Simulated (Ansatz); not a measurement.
Adsorption energy and surface dipole of N on the 1x1 (0001) surface of hcp Co, ferromagnetic, one in a 2x1 cell, started at the site 'top Co', worked from the runs' numbers; total energies count from the potentials' own zero.

Method: PBE (plane waves to 420 eV, PAW; Ansatz, a program for electronic structure).

Set-up: 9 atoms, 6.0 Å thick at the start under the adsorbate (thin: gaps and levels are the slab's own); mesh 7x14x1; 0.1 eV smearing; dipole correction on; 4 atoms held, the rest relaxed; held to the start's symmetry, so lower structures may exist; spin-polarised, no spin-orbit, no U, no dispersion correction. At the end it is bonded to 3 Co. In PBE it is, or lies within 0.03 eV of, the lowest of the starts that converged.

| quantity | value |
|---|---|
| slab with the adsorbate | -41390.267 eV |
| clean slab, same cell and mesh | -41006.349 eV |
| reference, ½ N2(g) | -384.013 eV |
| area of the cell | 10.76 Å² |
| change of the step from the bottom to the top vacuum level | 1.167 eV |

Problem. What is the adsorption energy against this reference?

Solution. E(slab + adsorbate) − E(slab) − E(reference) = 0.10 eV, so in this state the adsorbate is less stable than in the reference, at a coverage of 9.29 a nm².

Problem. What dipole does adsorption add to the slab along the outward normal (Helmholtz relation, ε₀ = 0.005526 e/(V·Å))?

Solution. p = −ε₀·A·ΔV = -0.069 e·Å = -0.33 D; its negative end points to the vacuum, which raises the vacuum level.
